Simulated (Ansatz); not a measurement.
## What pressure −2 GPa does to BeSe

Base system: BeSe in the zinc blende structure (space group F-43m, No. 216; a = 5.129 Å).

Modification: a negative pressure, −2 GPa.

Calculations: PBEsol/PAW in Ansatz (a first-principles code), no spin-orbit coupling. k-mesh 11×11×11 (Γ-centred); smearing 0.05 eV (Fermi–Dirac).

* **Volume per atom**: 17.32 Å³ (base 16.86 Å³)
* **Density**: 4.22 g/cm³ (base 4.33 g/cm³)
* **Lattice parameter a**: 5.174 Å (base 5.129 Å)
* **Shortest interatomic distance**: 2.240 Å (base 2.221 Å)
* **Enthalpy H = E + PV relative to the base's energy**: -0.21 eV/atom
* **Band gap**: 2.52 eV (base 2.47 eV)
* **Gap character**: indirect, Γ → X (base indirect, Γ → X)
* **Smallest direct gap**: 4.09 eV (base 4.28 eV)
* **Mean gap deformation potential ΔEg/Δln V**: +2.1 eV
* **Width of the top valence band**: 3.25 eV (base 3.37 eV)
* **Electron mass**: 0.85 mₑ along k, 0.27 mₑ across (at X) (base 0.84 mₑ along k, 0.26 mₑ across (at X))

Load acts through the strain it causes; cell and atoms are relaxed under it. Masses are band curvatures over ±0.01 Å⁻¹ around the edge. Along k means along the line from Γ to the band edge. No phonon test of stability was made.
